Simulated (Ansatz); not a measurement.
Amorphous Si$_{18}$Na$_{12}$O$_{42}$, 72 atoms at 2.23 g/cm³, one PBE-relaxed geometry, zone centre. Methods: PBE, scalar-relativistic without spin-orbit coupling (Ansatz, an electronic-structure program); r2SCAN, scalar-relativistic without spin-orbit coupling (Ansatz); HSE06, scalar-relativistic without spin-orbit coupling (Ansatz). Plane waves to 420 eV (r2SCAN 500 eV); exact exchange is cut at the cell's faces. At PBE the levels at the filled edge of the gap are localised (band-tail or defect states), and the nearest spread-out levels lie 4.3 eV apart at the zone centre. All rungs ran without spin polarisation.

A CHGNet melt-quench gave the starting glass, which DFT then relaxed. O atoms were pushed apart under 1.9 Å during the dynamics, to hinder bonds among them. The hot cell started wider than the set density and was brought back towards it in steps. It is the lowest in DFT energy of 2 quenches. It is a model cell: composition and starting density were chosen by hand, and all elements were melted together. No dispersion term was used. Its density started from a set value of 2.35 and ended at 2.23 g/cm³. The simulated quench (nominally 260 K/ps over its main leg) is rapid and tends to freeze in more defects than a deposited or slowly cooled glass has. Values belong to this one cell and scatter from quench to quench. Volume and shape were free in the relaxation.

The relaxation ran on the zone centre alone. At PBE the level gap is 3.63 eV on a 2×2×2 Γ-centred mesh, and the spacing at the zone centre alone 3.63 eV.

Q: What zone-centre spacing does r2SCAN give, roughly?

A: 4.19 eV (+0.56 eV against PBE).

Q: What zone-centre spacing does HSE06 give, roughly?

A: 5.24 eV (+1.61 eV against PBE).

The highest filled and the lowest empty state spread over these numbers of atoms (participation numbers): PBE: 3.4 and 58.4; r2SCAN: 3.7 and 57.9; HSE06: 3.9 and 56.1.
